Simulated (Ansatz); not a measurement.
## SiO2, response to strain

The reference is SiO2 in the rutile structure (space group P4_2/mnm, No. 136; a = 4.236 Å, c = 2.690 Å). Axes: x, y, z lie along a, b, c of the conventional cell.

Strains are applied to the cell and any free atomic positions relax.

Method: Kohn–Sham DFT with the PBE functional, run in Ansatz (a first-principles code) with PAW and 420 eV plane waves, spin-orbit coupling left out.

| uniaxial strain ε_zz (%) | band gap (eV) |
|---|---|
| -3 | 5.68 |
| -2.4 | 5.55 |
| -1.8 | 5.42 |
| -1.2 | ? |
| -0.6 | 5.17 |
| 0 | 5.04 |

Task: Fit E_g = E₀ + Dε (ε in %) to the rows shown and predict the withheld row.

Result: Least squares on the printed values gives E₀ = 5.04 eV, D = -213 meV per % of strain (largest residual 0.00 eV); this predicts 5.30 eV, and the run gives 5.30 eV, in agreement.

No phonon test of stability was made.
